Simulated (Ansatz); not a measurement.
The reference is Al2O3 in the corundum structure (space group R-3c, No. 167; a = 4.773 Å, c = 13.013 Å (hexagonal axes)).

Structures relaxed with PBEsol (Ansatz, an electronic-structure program, PAW, no spin-orbit coupling), earlier PAW set.

Base:

Simulated powder pattern, Cu Kα, λ = 1.54184 Å (kinematic, ideal powder, no thermal factors, no anomalous dispersion; the 8 strongest lines at most, above 2 %, up to 2θ = 90°):

```
2θ (°)  I/Imax (%)    hkl
------  ----------  -----
25.53           60  (012)
35.10           92  (104)
37.69           43  (110)
43.27           98  (113)
52.45           49  (024)
57.41          100  (116)
66.37           40  (214)
68.04           62  (300)
```

After one change:

Simulated powder pattern, Cu Kα, λ = 1.54184 Å (kinematic, ideal powder, no thermal factors, no anomalous dispersion; the 8 strongest lines at most, above 2 %, up to 2θ = 90°):

| 2θ (°) | I/Imax (%) |
|---|---|
| 26.01 | 61 |
| 35.80 | 94 |
| 38.39 | 44 |
| 44.11 | 98 |
| 53.50 | 49 |
| 58.61 | 100 |
| 67.76 | 40 |
| 69.44 | 62 |

Which change produced these results?
A. pressure 4.5 GPa
B. pressure 22.5 GPa
C. pressure 2.1 GPa
D. pressure 15 GPa

D, pressure 15 GPa. Its volume per atom is 8.10 Å³ against 8.56 Å³, and its space group is R-3c (No. 167).

Load acts through the strain it causes; cell and atoms are relaxed under it. No phonon test of stability was made. No other phases were tried under pressure.
